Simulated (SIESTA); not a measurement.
A self-consistent single point of Rb3Ba (P1, 4 atoms in the cell) with SIESTA.

Method of the run: SIESTA 5.4.2 with GGA PBEsol, numerical atomic orbitals DZP, PseudoDojo PBEsol standard norm-conserving potentials (rewritten from UPF to PSML).

The change in words: atoms moved at random. Reference geometry:
```
CELL_PARAMETERS angstrom
      0.00000     5.46259     5.46259
      5.46259     0.00000     5.46259
      5.46259     5.46259     0.00000
ATOMIC_POSITIONS crystal
  Rb 0.25000 0.25000 0.25000
  Rb 0.75000 0.75000 0.75000
  Rb 0.50000 0.50000 0.50000
  Ba 0.00000 0.00000 0.00000
```

Reference input (self-consistent single point, DFT, GGA PBEsol, numerical atomic orbitals DZP, PseudoDojo PBEsol standard norm-conserving potentials (rewritten from UPF to PSML)): XC.functional = GGA; XC.authors = PBEsol; potentials = PseudoDojo PBEsol standard; PAO.BasisSize = DZP; PAO.EnergyShift = 0.01 Ry; MeshCutoff = 300 Ry; kgrid.MonkhorstPack = 4 4 4; OccupationFunction = FD; ElectronicTemperature = 0.05 eV; MaxSCFIterations = 150; SCF.Mixer.Method = Pulay; SCF.Mixer.Weight = 0.1. This run's input differs from it in these lines:

```diff
@@ -18,6 +18,6 @@
 %block AtomicCoordinatesAndAtomicSpecies
-     2.731297000    2.731297000    2.731297000  1
-     8.193891000    8.193891000    8.193891000  1
-     5.462594000    5.462594000    5.462594000  1
-     0.000000000    0.000000000    0.000000000  2
+     2.674349458    2.729914964    2.751027890  1
+     8.192656454    8.157985370    8.152610177  1
+     5.431189547    5.479773858    5.482106386  1
+     0.089586542    0.020107809    0.002037548  2
 %endblock AtomicCoordinatesAndAtomicSpecies
```

The program printed (abridged):

```
        iscf     Eharris(eV)        E_KS(eV)     FreeEng(eV)     dDmax    Ef(eV) dHmax(eV)
   scf:    1    -2965.436321    -2965.544030    -2965.577821  1.121293 -2.424702  2.810081
   scf:    2    -2965.668003    -2965.606581    -2965.640202  0.013641 -2.443091  2.415428
   scf:    3    -2965.927816    -2965.788121    -2965.820883  0.075090 -2.560697  0.237259
   scf:    4    -2965.787804    -2965.788291    -2965.821217  0.012743 -2.574164  0.203783
   scf:    5    -2965.790197    -2965.789359    -2965.822331  0.005017 -2.565306  0.010077
   scf:    6    -2965.789414    -2965.789387    -2965.822336  0.000507 -2.566115  0.007818
   scf:    7    -2965.789375    -2965.789381    -2965.822334  0.000633 -2.566794  0.011370
   scf:    8    -2965.789401    -2965.789391    -2965.822338  0.000389 -2.566484  0.002049
   scf:    9    -2965.789393    -2965.789392    -2965.822338  0.000080 -2.566427  0.000476
SCF Convergence by DM+H criterion
max |DM_out - DM_in|         :     0.0000804198
max |H_out - H_in|      (eV) :     0.0004755400
SCF cycle converged after 9 iterations

Using DM_out to compute the final energy and forces

siesta: E_KS(eV) =            -2965.7894

siesta: E_KS - E_eggbox =     -2965.7894

siesta: Atomic forces (eV/Ang):
     1    0.076416    0.007998   -0.012602
     2    0.026471    0.037302    0.035542
     3    0.013110   -0.015306   -0.014816
     4   -0.116278   -0.029819   -0.008111
   Tot   -0.000282    0.000174    0.000012
   Max    0.116278
   Res    0.045202    sqrt( Sum f_i^2 / 3N )
   Max    0.116278    constrained

Stress tensor Voigt[x,y,z,yz,xz,xy] (kbar):       -5.49       -5.52       -5.53       -0.19        0.10        0.15
(Free)E + p*V (eV/cell)    -2964.7003
   [... lines left out ...]
siesta: FreeEng =     -2965.822338
   [... lines left out ...]
siesta:    -0.003428    0.000096    0.000061
siesta:     0.000096   -0.003445   -0.000118
siesta:     0.000061   -0.000118   -0.003452

siesta: Cell volume =        326.006880 Ang**3

siesta: Pressure (static):
siesta:                Solid            Molecule  Units
siesta:           0.00003748          0.00002748  Ry/Bohr**3
siesta:           0.00344163          0.00252353  eV/Ang**3
siesta:           5.51410398          4.04314770  kBar
```

The run converged in 9 iterations. Against the reference run the free energy rises by 2.5 meV/atom, the pressure moves little (0.54 to 0.55 GPa) and the largest force goes from 0.000 to 0.120 eV/Å.

The starting cell comes from a database of computed structures (which also holds hypothetical and non-ambient phases and stackings), without a prior relaxation at this level. Its lattice was rescaled by a random factor within 2.5 % of one. For this run, on top of that: atoms moved at random. Values carry the incompleteness of an atom-centred basis.
